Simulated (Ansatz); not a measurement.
# Effect of pressure −1 GPa on Ti

Take Ti in the hcp (Mg type) structure (space group P6_3/mmc, No. 194; a = 2.9359 Å, c = 4.6365 Å) as the base.

Now apply this change: a negative pressure, −1 GPa.

Level of theory: r2SCAN (Ansatz, a program for electronic structure; PAW; 500 eV plane waves; without spin-orbit coupling). k-mesh 18×18×10 (Γ-centred); smearing 0.05 eV (Fermi–Dirac).

```tsv
quantity	base	changed	shift
density	4.59 g/cm³	4.55 g/cm³	-0.04 g/cm³
c/a ratio	1.579	1.579	0.000
shortest interatomic distance	2.872 Å	2.880 Å	+0.008 Å
enthalpy H = E + PV relative to the base's energy	–	-0.11 eV/atom	–
band gap	zero	zero	–
```

Cost of the whole job for the changed cell (relaxation, final SCF and bands): around 40 core-seconds (rough).

Load acts through the strain it causes; cell and atoms are relaxed under it. Whether these cells are dynamically stable was not tested. The final runs are not spin-polarised.
